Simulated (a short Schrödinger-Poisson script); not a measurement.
Structure: MOS inversion layer, Al2O3 on p-type Si(100), at 400 K.

From the gate side: 2.3 nm Al2O3; 780 nm Si, acceptors 3e17 cm⁻³.

The device is made up for the run: typed textbook-type constants, with dimensions and the other settings drawn at random. Al2O3: permittivity 9, conduction-band edge (eV) 2.7, gap (eV) 6.8, electron mass (mₑ) 0.3. Si: permittivity 11.7, conduction-band edge (eV) 0, gap (eV) 1.124, Nv at 300 K (cm⁻³) 3.1e19.

Channel valleys (confinement mass, in-plane density-of-states mass, number): Δ2 0.916, 0.19, 2; Δ4 0.19, 0.417, 4. At the gate the conduction-band edge of layer 1 lies 3.21 eV − eVg above the Fermi level of the channel; the field vanishes at the back. Gaps are held at their typed values at every temperature. Mesh 0.03 nm at interfaces.

From a short Schrödinger-Poisson script (our own, NumPy): 1D Poisson equation in equilibrium, electrons quantum, Hartree (BenDaniel-Duke, 12 states a valley, the channel's in-plane mass for all, wave functions free to enter the dielectric), parabolic valleys, classical holes, full ionisation, no traps, pinning or gate leakage.

```tsv
Vg (V)	electrons (cm⁻²)	C (μF/cm²)	Δ2 E0 (meV from the Fermi level)	Δ4 E0 (meV from the Fermi level)
0.35	2.48e9	0.191	302.0	341.8
0.4	9.04e9	0.210	256.5	297.2
0.45	3.22e10	0.288	211.9	253.6
0.5	1.05e11	0.507	170.3	213.1
0.55	2.82e11	0.884	134.8	179.2
0.6	5.94e11	1.27	107.4	154.0
0.65	1.02e12	1.57	86.7	135.7
0.7	1.53e12	1.78	70.5	122.2
0.75	2.11e12	1.93	57.4	111.9
0.8	2.72e12	2.04	46.4	103.5
0.85	3.37e12	2.13	36.8	96.6
0.9	4.05e12	2.21	28.4	90.8
0.95	4.74e12	2.27	20.8	85.7
1	5.45e12	2.32	13.8	81.2
1.05	6.18e12	2.36	7.4	77.1
1.1	6.92e12	2.40	1.4	73.4
1.15	7.68e12	2.43	-4.2	70.0
1.2	8.44e12	2.46	-9.6	66.9
1.25	9.21e12	2.49	-14.6	64.0
1.3	9.99e12	2.51	-19.5	61.2
```

Gate voltages with under 1e9 electrons/cm² are left out.

**Question.** At Vg = 1.3 V the lowest Δ2 subband lies at -19.5 meV from the Fermi level. How many electrons does it hold, and what share of all?

**Answer.** The two-dimensional density of states is g m/(πħ²) = 1.59e11 cm⁻² meV⁻¹ (both spins), kT = 34.5 meV, so n = D kT ln(1 + exp(−E/kT)) = 5.56e12 cm⁻², 0.56 of the 9.99e12 cm⁻² in all.

**Question.** Compare the slope of the sheet density between 1.2 and 1.3 V with the geometric capacitance of the layers between gate and channel.

**Answer.** q Δn/ΔV = 2.48 μF/cm²; ε0/Σ(t/ε) = 3.46 μF/cm². The ratio is 0.72: the channel acts as a further capacitance in series.
